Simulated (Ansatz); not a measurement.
Functionals compared on OH on the 1x1 (111) surface of fcc Ir, one in a 2x2 cell, started at the site 'hollow Ir-Ir-Ir over Ir at depth 2.2 Å', in Ansatz (plane waves, PAW). The structure was relaxed with PBE; the other rows are single points on it, each with its references at the same level. Cutoff 420 eV (500 eV for r2SCAN).

Model: 18-atom slab, 6.6 Å thick at the start under the adsorbate (thin: gaps and levels are the slab's own), 6x6x1 mesh, Fermi-Dirac 0.1 eV, dipole correction, 8 atoms held, the rest relaxed; start symmetry kept, larger cells not searched; no spin, no spin-orbit, no U, no dispersion correction. At the end it is bonded to 2 Ir. In PBE it is, or lies within 0.03 eV of, the lowest of the starts that converged. These notes are the PBE run's. Adsorption energies are against H2O(g) − ½ H2(g). A negative adsorption energy means that the adsorbate is more stable on the surface than in its reference.

```tsv
functional	adsorption energy (eV)	work function of the top face (eV)	change of the work function (eV)	rough cost of the single point
PBE	0.62	4.89	-0.60	–
RPBE	?	?	?	about 4 core-minutes (a rough figure)
r2SCAN	0.44	4.98	-0.56	about 8 core-minutes (a rough figure)
```

### Question
Some entries are withheld; supply them.

### Answer

- RPBE, adsorption energy (eV): 0.82
- RPBE, work function of the top face (eV): 4.76
- RPBE, change of the work function (eV): -0.57

Ansatz is a first-principles code.
